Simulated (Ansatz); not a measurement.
Where the default PAW files enter, the runs use the earlier of Ansatz's two default sets.

Consider the following.

```xyz
8
Lattice="3.0757 0.0000 0.0000 0.0000 10.0707 0.0000 1.5378 0.0000 2.6636" Properties=species:S:1:pos:R:3 pbc="T T T"
Si     3.0757     0.6260     1.7758
Si     1.5378     5.6613     0.8879
Si     0.0000     3.1432     0.0000
Si     0.0000     8.1785     0.0000
C      3.0757     2.5197     1.7758
C      1.5378     7.5550     0.8879
C      0.0000     5.0307     0.0000
C      0.0000    10.0660     0.0000
```

Space group of this cell: P6_3mc. The cell is taken as given.

The current runs along the normal of the first two printed vectors, the (100) plane. All runs by Ansatz (a quantum-chemistry and plane-wave program), plane waves and PAW, without spin-orbit coupling; the base is r2SCAN.

| run | mean pressure (GPa) | gap (eV) | mid-gap κ (1/Å) |
|---|---|---|---|
| base | 0.5 | 2.60 | 0.241 |
| all lengths scaled by 0.98 | 16.1 | 2.62 | 0.245 |
| all lengths scaled by 1.02 | -11.7 | 2.57 | 0.238 |
| lda in place of r2scan | -3.8 | [?] | [?] |
| lengths across the current scaled by 0.98, ions clamped | 10.6 | [?] | [?] |
| lengths across the current scaled by 1.02, ions clamped | -7.9 | [?] | [?] |
| lengths along the current scaled by 0.97, ions clamped | 8.1 | 2.38 | 0.254 |
| lengths along the current scaled by 1.03, ions clamped | -5.8 | 2.45 | 0.225 |
| pbesol in place of r2scan | 0.5 | 2.12 | 0.219 |

Q: Fill in the missing entries.

A: 
- lda in place of r2scan, gap (eV): 2.18
- lda in place of r2scan, mid-gap κ (1/Å): 0.222
- lengths across the current scaled by 0.98, ions clamped, gap (eV): 2.56
- lengths across the current scaled by 0.98, ions clamped, mid-gap κ (1/Å): 0.233
- lengths across the current scaled by 1.02, ions clamped, gap (eV): 2.44
- lengths across the current scaled by 1.02, ions clamped, mid-gap κ (1/Å): 0.247
